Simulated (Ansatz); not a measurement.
Data:

```
CELL_PARAMETERS angstrom
      0.00000     2.22818     2.22818
      2.22818     0.00000     2.22818
      2.22818     2.22818     0.00000
ATOMIC_POSITIONS crystal
  B  0.00000 0.00000 0.00000
  P  0.25000 0.25000 0.25000
```

Level of theory: r2SCAN with spin-orbit coupling, rigid bands (plane waves, PAW; Ansatz, a quantum-chemistry and plane-wave program). Condition of this run: hydrostatic pressure 10 GPa (the target of the relaxation). Geometry: cell and atoms relaxed with r2SCAN, then loaded as said.

Task: What conductivity effective mass do dilute electrons have at 300 K?

Result: 0.33 mₑ.

Task: Predict the hole conductivity mass (n e² τ/σ) at 300 K, by direction if it differs.

Result: 0.40 mₑ.

Task: And the band gap?

Result: 1.32 eV at this level; semilocal functionals usually fall short of the measured gap.

Rigid bands, one relaxation time for all states, no polarons.
